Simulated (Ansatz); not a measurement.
Input and output of a self-consistent single point for Mg6GaNi (Amm2, 8 atoms in the cell) (Ansatz, a first-principles code).

Method: LDA (PW92), default PAW files made with PBE (plane waves; Ansatz).

```yaml
crystal:
  lattice:
    - [4.83514, 0.00000, 0.00000]
    - [0.00000, 3.12113, 5.22648]
    - [0.00000, -3.12113, 5.22648]
  atoms:
    - { symbol: Mg, position: [0.00000, 0.34915, 0.83473] }
    - { symbol: Mg, position: [0.00000, 0.83473, 0.34915] }
    - { symbol: Mg, position: [0.00000, 0.33761, 0.33761] }
    - { symbol: Mg, position: [0.50000, 0.14087, 0.67081] }
    - { symbol: Mg, position: [0.50000, 0.67081, 0.14087] }
    - { symbol: Mg, position: [0.50000, 0.16430, 0.16430] }
    - { symbol: Ga, position: [0.50000, 0.66880, 0.66880] }
    - { symbol: Ni, position: [0.00000, 0.83374, 0.83374] }
```

Reference input (self-consistent single point, DFT, LDA (PW92), plane waves, default PAW files made with PBE): basis.ecutwfc = 420 eV; kpoints.mp_grid.grid = 5 5 5; hamiltonian.xc = lda; hamiltonian.pseudopotentials = {kind: paw} (the program's default PAW files); scf.occupations.method = fermi_dirac; scf.occupations.width = 0.05 eV. This run's input differs from it in these lines:

Ansatz 0.2 input:
```diff
@@ -17,3 +17,3 @@
 kpoints:
-  mp_grid: { grid: [5, 5, 5] }
+  mp_grid: { grid: [4, 4, 4] }
 hamiltonian:
```

Output (repeated stretches shortened):

```
SCF iter   1: F=—  HF=-20889.873647 eV  |F-HF|=—  |Δ(HF+E_count)|=         —  Δρ=1.05e-2  dr2=1.10e-1  ethr=1.77e-3  ⟨swp⟩=8.6  Hψ=4645  notcnv=0  defer=7
all-band conjugate gradients solve this SCF's bands
preconditioner: auto → Kerker (q_TF=auto, 2.489 Å⁻¹)
SCF iter   2: F=—  HF=-20889.837007 eV  |F-HF|=—  |Δ(HF+E_count)|=   3.66e-2  Δρ=3.78e-3  dr2=2.84e-2  ethr=1.21e-4  ⟨swp⟩=3.0  Hψ=2428  notcnv=0  defer=36
   [... lines left out ...]
SCF iter   6: F=—  HF=-20889.829203 eV  |F-HF|=—  |Δ(HF+E_count)|=   2.24e-5  Δρ=5.08e-5  dr2=4.31e-6  ethr=2.84e-8  ⟨swp⟩=2.0  Hψ=1602  notcnv=0  defer=36
SCF iter   7: F=—  HF=-20889.829200 eV  |F-HF|=—  |Δ(HF+E_count)|=   3.29e-6  Δρ=2.12e-5  dr2=1.21e-6  ethr=4.74e-9  ⟨swp⟩=2.0  Hψ=1498  notcnv=0  defer=36
SCF iter   8: F=—  HF=-20889.829199 eV  |F-HF|=—  |Δ(HF+E_count)|=   3.04e-7  Δρ=7.78e-6  dr2=1.20e-7  ethr=1.33e-9  ⟨swp⟩=2.0  Hψ=1468  notcnv=0  defer=36
SCF iter   9: F=-20889.829199 eV  HF=-20889.829199 eV  |F-HF|=5.91e-9  |Δ(HF+E_count)|=   2.20e-8  Δρ=2.17e-6  dr2=9.17e-9  ethr=1.10e-10  ⟨swp⟩=9.3  Hψ=4766  notcnv=0
SCF 1 converged in 9 iterations: F = -20889.829199 eV  dr2 = 9.17e-9
Free energy (F): -20889.829199 eV
Internal energy: -20889.805267 eV  (E = F + TS)
E sigma→0 (E₀):  -20889.817233 eV
Entropy (-TS):   -0.023932 eV (-2.992 meV/atom)
Fermi energy:    7.064009 eV
--- Forces (eV/Å), atoms counted from 1 ---
  atom   1  Mg     0.00000000     0.07892925     0.04846473
  atom   2  Mg     0.00000000    -0.07892925     0.04846473
  atom   3  Mg     0.00000000     0.00000000     0.01781622
  atom   4  Mg     0.00000000    -0.17026637    -0.05574449
  atom   5  Mg    -0.00000000     0.17026637    -0.05574449
  atom   6  Mg     0.00000000     0.00000000    -0.02858347
  atom   7  Ga     0.00000000     0.00000000     0.13790992
  atom   8  Ni    -0.00000000    -0.00000000    -0.11258446
--- Stress (GPa, compression-positive) ---
       -5.028702       0.000000      -0.000000
        0.000000      -5.187920       0.000000
       -0.000000       0.000000      -3.683311
  P = ⅓ Tr σ = -4.6333 GPa (-46.333 kbar)
  The stress holds the Pulay correction. Without it, at fixed plane waves, as pw.x and ABINIT print it: P = -4.6446 GPa
```

The run converged in 9 iterations. Against the reference run the free energy goes up by 1.7 meV/atom, the pressure goes from -4.47 to -4.63 GPa and the largest force goes from 0.158 to 0.179 eV/Å.

The starting cell comes from a database of computed structures (which also holds hypothetical and non-ambient phases and stackings), without a prior relaxation at this level. Its lattice was rescaled by a random factor within 2.5 % of one. Spin polarisation is off. With a pressure of about -5 GPa the cell is away from its equilibrium volume at this level. Ansatz's pressure includes its estimate of the finite-basis (Pulay) stress.
